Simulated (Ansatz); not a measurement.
C, response to strain

Start from C in the diamond structure (space group Fd-3m, No. 227; a = 3.560 Å). Axes: x, y, z lie along the cube axes.

Strains are applied to the cell and any free atomic positions relax; under biaxial strain the out-of-plane vector relaxes too.

Computed with plane-wave PAW DFT at the r2SCAN level (Ansatz, a first-principles code, 500 eV), scalar-relativistic without spin-orbit coupling.

Notes on the quantities. pressure: mean of the normal stresses, compression positive.

```tsv
variant	volume per atom	pressure	gap character
base	5.64 Å³	0.01 GPa	–
biaxial strain +0.42 %, plane normal [111], relaxed out of plane	5.69 Å³	-3.53 GPa	indirect, Γ → F–Γ (25 % along)
biaxial strain +0.83 %, plane normal [111], relaxed out of plane	[?]	[?]	indirect, Γ → F–Γ (25 % along)
biaxial strain +1.25 %, plane normal [111], relaxed out of plane	5.78 Å³	-10.11 GPa	indirect, Γ → F–Γ (25 % along)
biaxial strain +1.67 %, plane normal [111], relaxed out of plane	5.82 Å³	-13.25 GPa	indirect, Γ → F–Γ (26 % along)
biaxial strain +2.08 %, plane normal [111], relaxed out of plane	5.87 Å³	-16.19 GPa	indirect, Γ → F–Γ (26 % along)
biaxial strain +2.50 %, plane normal [111], relaxed out of plane	5.91 Å³	-19.08 GPa	indirect, Γ → F–Γ (26 % along)
```

Q: Fill in the withheld entries from the trend.

A: 
- biaxial strain +0.83 %, plane normal [111], relaxed out of plane, volume per atom: 5.73 Å³
- biaxial strain +0.83 %, plane normal [111], relaxed out of plane, pressure: -6.85 GPa

No phonon test of stability was made. Labels are those of the standard path for the cell's own space group.
